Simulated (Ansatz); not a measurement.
An Ansatz (a program for electronic structure) input (Ansatz PBEsol, no spin-orbit coupling):

Ansatz 0.2 input:
```yaml
crystal:
  lattice:
    - [4.1568254009, 0, 0]
    - [0, 4.1568254009, 0]
    - [0, 0, 4.1568254009]
  atoms:
    - { symbol: N, position: [0.5, 0.5, 0.5] }
    - { symbol: N, position: [0.5, 0, 0] }
    - { symbol: N, position: [0, 0.5, 0] }
    - { symbol: N, position: [0, 0, 0.5] }
    - { symbol: Os, position: [0.5, 0.5, 0] }
    - { symbol: Os, position: [0, 0.5, 0.5] }
    - { symbol: Os, position: [0.5, 0, 0.5] }
basis: { ecutwfc: 420, ecutrho_ratio: 4, xc_grid: 2, fft_grid_basis: typed }
kpoints: { mp_grid: { grid: [11, 11, 11] } }
hamiltonian:
  xc: pbesol
  dispersion: none
  pseudopotentials: { kind: paw }
scf: { occupations: { method: fermi_dirac, width: 0.05 }, convergence: { dr2_threshold: 0.0000000007 } }
output: { forces: true, stress: true }
checkpoint: { write: state.ck, write_every: 1000 }
```

Which symmetry and how many k-points will the program report, and about how many plane waves at Γ?

Space group Pm-3m (ITA 221) with 48 operations, k-points 56 of 1331, and 1365 plane waves at Γ.

No phonon test of stability was made. The final runs are not spin-polarised. The cell was made from W3N4 by this change: W → Os; the result is a hypothetical phase, not in the database extracts checked.
